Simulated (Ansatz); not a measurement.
The starting structures come from a database of crystals and need not be the phases stable at ambient conditions.

Tunnelling through a barrier is set by its complex band structure: the current falls as exp(−2κd) with the smallest κ.

Input:

```xyz
16
Lattice="5.2366 0.0000 0.0000 0.0000 7.8992 0.0000 0.0000 0.0000 5.2366" Properties=species:S:1:pos:R:3 pbc="T T T"
W      2.6183     6.1877     0.0000
W      0.0000     5.6610     2.6183
W      0.0000     1.7114     2.6183
W      2.6183     2.2381     0.0000
O      3.6811     1.9748     1.5555
O      1.0628     1.9748     1.0628
O      1.5555     1.9748     3.6811
O      4.1738     1.9748     4.1738
O      4.1738     5.9244     1.0628
O      1.5555     5.9244     1.5555
O      1.0628     5.9244     4.1738
O      3.6811     5.9244     3.6811
O      2.6183     0.0459     0.0000
O      0.0000     3.9037     2.6183
O      0.0000     7.8533     2.6183
O      2.6183     3.9955     0.0000
```

Space group of this cell: P4/ncc. The cell is taken as given; by PBEsol its mean pressure is -1.7 GPa.

Transport runs along the normal of the first two printed cell vectors, the (100) plane of the conventional cell.

The gap is the functional's own, uncorrected, and κ follows it; spin-orbit coupling is left out. Mid-gap values are interpolated between the computed energies.

### Question
Compute, with PBEsol run with Ansatz (an electronic-structure program), the band gap and the smallest decay constant κ at mid-gap.

### Answer
Gap 1.09 eV on a 6×4×6 mesh; κ = 0.130 1/Å, at the zone centre.
